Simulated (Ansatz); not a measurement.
Double-hcp La, treated with revPBE (Ansatz, a program for electronic structure, plane waves, PAW).

Settings: plane-wave cutoff 520 eV, 18×18×6 k mesh (along the axes of the cell as run), Fermi–Dirac smearing 0.05 eV, scalar-relativistic PAW data made under PBE.

Cell (relaxed at this level):

```
La
1.0
    1.90699    -3.30301     0.00000
    1.90699     3.30301     0.00000
    0.00000     0.00000    12.24340
La
4
Cartesian
  0.00000   0.00000   6.12170
  0.00000   0.00000   0.00000
  1.90699   1.10100   3.06085
  1.90699  -1.10100   9.18255
```

Q: What does this level give for the bulk modulus B0 and pressure derivative B′ of the bulk modulus?

A: 
* **bulk modulus B0**: 23.7 GPa
* **pressure derivative B′ of the bulk modulus**: 2.3

The run finds no gap.

Measured, for comparison: bulk modulus 27.9 GPa (room temperature, not corrected to a static lattice; as tabulated in Wikipedia's data pages). Computed (rounded) less measured: bulk modulus -15 %.

Note: the bulk modulus comes from volumes at which shape and atoms were relaxed.

Spin–orbit coupling is not included.

The result took very roughly 14 core-minutes.
